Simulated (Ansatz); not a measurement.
Base system: Hf in the hcp (Mg type) structure (space group P6_3/mmc, No. 194; a = 3.204 Å, c = 5.069 Å).

Computed with Ansatz (a first-principles code) PBE, no spin-orbit coupling.

One change was made to it. Results:

| quantity | base | after |
|---|---|---|
| band gap | zero | zero |
| shortest interatomic distance | 3.138 Å | 3.119 Å |

### Question
Name the change that was made.
A) pressure 0.9 GPa
B) pressure 2.1 GPa
C) pressure −2 GPa
D) pressure 4.5 GPa
E) pressure 15 GPa

### Answer
B, pressure 2.1 GPa. For comparison, the shortest interatomic distance in the other runs: pressure 0.9 GPa gives 3.130 Å; pressure 4.5 GPa gives 3.098 Å; pressure 15 GPa gives 3.024 Å; pressure −2 GPa gives 3.158 Å.

Load acts through the strain it causes; cell and atoms are relaxed under it. Whether these cells are dynamically stable was not tested. No other phases were tried under pressure. The final runs are not spin-polarised.
